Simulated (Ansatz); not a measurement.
MgS (Fm-3m), HSE06 with spin-orbit coupling, rigid bands (Ansatz, an electronic-structure program): N_v = 8.26e19 cm⁻³ at 300 K and a hole conductivity mass of 1.13 mₑ.

### Question
For 1e17 holes per cm³ at 300 K, place the Fermi level, estimate the Seebeck coefficient of a parabolic band with constant τ, and give mobility and conductivity for τ = 5 fs.

### Answer
The level lies k_BT ln(N_v/p) = 0.174 eV above the valence-band maximum. S ≈ +(k_B/e)[ln(N_v/p) + 5/2] = 794 μV/K, against 818 μV/K from the full bands (mean over directions). μ = eτ/m = 7.78 cm²/(V·s) and σ = peμ = 0.125 S/cm. τ is assumed, not computed.

Band transport and this doping are assumed; polarons and phonon drag are left out. Geometry: cell and atoms relaxed with PBEsol.
